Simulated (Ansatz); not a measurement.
Worked example: relaxation of cell and atoms of CaC2 (P-1, 6 atoms in the cell) in Ansatz (a quantum-chemistry and plane-wave program).

Method of the run: LDA (PW92), default PAW files made with PBE (plane waves; Ansatz).

```xyz
6
Lattice="3.8762 0.0000 0.0000 1.8496 3.5393 0.0000 0.4118 1.0069 7.2199" Properties=species:S:1:pos:R:3 pbc="T T T"
Ca     2.9979     4.2284     5.4328
Ca     3.1398     0.3179     1.7872
C      1.2751     1.4781     0.4344
C      4.8626     3.0682     6.7856
C      3.0893     2.6824     3.1332
C      3.0484     1.8639     4.0868
```

Reference input (self-consistent single point, DFT, LDA (PW92), plane waves, default PAW files made with PBE): kpoints.mp_grid.grid = 7 6 3; hamiltonian.xc = lda; hamiltonian.pseudopotentials = {kind: paw} (the program's default PAW files); scf.occupations.method = fixed. This run's input differs from it in these lines:

```diff
@@ -19,2 +19,4 @@
   occupations: { method: fixed }
+relax:
+  cell: {}
 output:
```

Log, with long lists cut:

```
   [... SCF lines of the steps left out ...]
relax step   1: F+E_penalty+E_count = -4516.50090563 eV  Δ(F+E_penalty+E_count) = +0.000e0 eV  max|allowed force component| = 2.557e-1 eV/Å  Δτ_max = 0.0000 Å  P = -5.596 GPa  Ω = 99.053 Å³  (7 SCF iters, dr2 threshold 1.00e-7 eV, accepted)
relax step   2: F+E_penalty+E_count = -4516.61670857 eV  Δ(F+E_penalty+E_count) = -1.158e-1 eV  max|allowed force component| = 3.007e-1 eV/Å  Δτ_max = 0.0230 Å  P = +3.423 GPa  Ω = 86.363 Å³  energy of the carried Pulay correction = +2.187e-2 eV  (6 [...]
   [... lines left out ...]
relax step  27: F+E_penalty+E_count = -4516.67051101 eV  Δ(F+E_penalty+E_count) = -1.298e-4 eV  max|allowed force component| = 5.500e-3 eV/Å  Δτ_max = 0.0037 Å  P = -0.001 GPa  Ω = 88.830 Å³  energy of the carried Pulay correction = +5.325e-4 eV  (7 [...]
relax step  28: F+E_penalty+E_count = -4516.67000544 eV  Δ(F+E_penalty+E_count) = +5.056e-4 eV  max|allowed force component| = 5.410e-3 eV/Å  Δτ_max = 0.0000 Å  P = -0.006 GPa  Ω = 88.830 Å³  stress off target by 3.89e-2 GPa  SCF on the basis [...]
basis re-selected at this cell: Δ(F+E_penalty+E_count) = +5.056e-4 eV, ΔP = -0.006 GPa vs the last step
the relaxation is at rest under the 2 symmetry operations that the run kept from its start: a minimum is not shown …
Stability not checked: this state was not tested for a lower state beside it, because too few of the mixer's solves of this state at the end of the SCF gave a …
Free energy (F): -4516.670005 eV
Internal energy: -4516.670005 eV  (E = F + TS)
   [... lines left out ...]
Fermi energy:    5.140106 eV
  cell:  # Å, volume = 88.8303 Å³
   [... lines left out ...]
    - { symbol: C, position: [0.13556523999484654, 0.3909448826537439, 0.057728163915220856] }
    - { symbol: C, position: [0.8644347600051538, 0.6090551173462562, 0.942271836084779] }
    - { symbol: C, position: [0.3644877584312727, 0.6090696372389909, 0.4422430608783642] }
    - { symbol: C, position: [0.6355122415687271, 0.3909303627610097, 0.5577569391216356] }
```

The run converged. 

Summary of the result:
```
Property                                                                                                                 Value
------------------------------------------------  ----------------------------------------------------------------------------
Free energy E − TS (on the zero of these files)                                                                  -4516.6700 eV
Top of the valence band (on the code's own zero)                                                                       5.14 eV
Gap on the k-point mesh                                                                                                1.49 eV
Pressure                                                                                                             -0.01 GPa
Largest force (vector length)                                                                                       0.008 eV/Å
Final cell                                        a = 3.8466 Å, b = 3.7699 Å, c = 6.9889 Å, α = 77.23°, β = 83.35°, γ = 64.01°
Final volume per atom                                                                                                 14.81 Å³
Relaxation steps                                                                                                            28
```

The starting cell comes from a database of computed structures (which also holds hypothetical and non-ambient phases and stackings), without a prior relaxation at this level. Its lattice was rescaled by a random factor within 2.5 % of one. Ansatz's pressure includes its estimate of the finite-basis (Pulay) stress.

Cost on one core of a shared machine: roughly 3 min.

Keys are those of Ansatz 0.2.
